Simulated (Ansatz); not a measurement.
Take a 24-atom supercell of TiN in the rock salt structure (space group Fm-3m, No. 225; a = 4.204 Å) at its relaxed geometry as the base.

Method: plane-wave PAW DFT at the PBEsol level (Ansatz, a quantum-chemistry and plane-wave program, 420 eV), without spin-orbit coupling.

One neutral defect a cell, atoms relaxed at fixed cell.

One change was made to it. Results:

```json
[
 {"quantity": "largest displacement of a host atom from its site in the perfect cell", "base": "–", "after": "0.08 Å"},
 {"quantity": "pressure", "base": "0.0 GPa", "after": "-3.8 GPa"}
]
```

Which of these changes matches the shifts?
A. Zn on a Ti site, symmetric start
B. Eu on a Ti site, symmetric start
C. Ti vacancy

C, Ti vacancy. For comparison, the pressure in the other runs: Zn on a Ti site, symmetric start gives 1.3 GPa; Eu on a Ti site, symmetric start gives 13.7 GPa.

The magnetic state is the one reached from the starting moments; the real material's order can differ, and small cells can't hold many antiferromagnetic ones. The state of the 4f shell was not checked for lower solutions. The cell is small, so the values are those of an ordered compound at a high defect concentration; dilute-limit values will differ. Defects with a symmetric start kept the site's symmetry and may sit on a saddle; the others started slightly shaken. Spin-polarised in the final run: Eu on a Ti site; the other runs are not. An odd electron count without spin: TiN.
